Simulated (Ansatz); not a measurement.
**How the lattice parameter a of ZrMo (model structure, Fm-3m, No. 225, 2 atoms in the cell) moves with the method**

No measured value is used here.

```
level (code)     value (Å)
---------------  ---------
LDA (Ansatz)         5.375
PBE (Ansatz)         5.496
PBEsol (Ansatz)      5.420
```

LDA, PBE, PBEsol: the run has no spin polarisation, so it can have missed a magnetic state. Ansatz's density-functional and Hartree–Fock values are scalar-relativistic unless marked +SOC, with PAW data made under PBE.

A model structure was made by putting elements into a prototype or built by hand; it is no filed structure, need not be a known phase, and can be a saddle point held by its symmetry.

Ansatz is a program for electronic structure.
